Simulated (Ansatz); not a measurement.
GaN (I-4m2), r2SCAN with spin-orbit coupling, rigid bands run with Ansatz (an electronic-structure program): Condition of this run: uniaxial stress along [001] of -20 GPa (compression positive) (the target of the relaxation). band gap 1.63 eV, N_c = 1.58e18 cm⁻³ and N_v = 8.03e19 cm⁻³ at 300 K, conductivity masses along x (a = (0.00, 2.18, 2.47) Å; b = (2.18, 0.00, 2.47) Å; c = (2.18, 2.18, 0.00) Å) of 0.152 mₑ (electrons) and 0.598 mₑ (holes). Take k_BT = 0.02585 eV.

Question: Find the intrinsic carrier density and the intrinsic Fermi level.

Answer: n_i = √(N_c N_v) exp(−E_g/2k_BT) = 1.13e19 × exp(−31.53) = 2.3e5 cm⁻³. The level lies (k_BT/2) ln(N_v/N_c) = 51 meV from mid-gap (positive towards the conduction band). Each 0.1 eV added to the gap lowers n_i by a factor of 6.9.

Question: What thermal injection velocity √(2k_BT/πm) limits a ballistic channel along the direction named?

Answer: 1.38e7 cm/s for electrons and 6.96e6 cm/s for holes, a ratio of √(m_h/m_e) = 1.98, for dilute carriers.

Rigid, parabolic bands with the computed gap; masses take one relaxation time for all states. Geometry: cell and atoms relaxed with PBEsol.
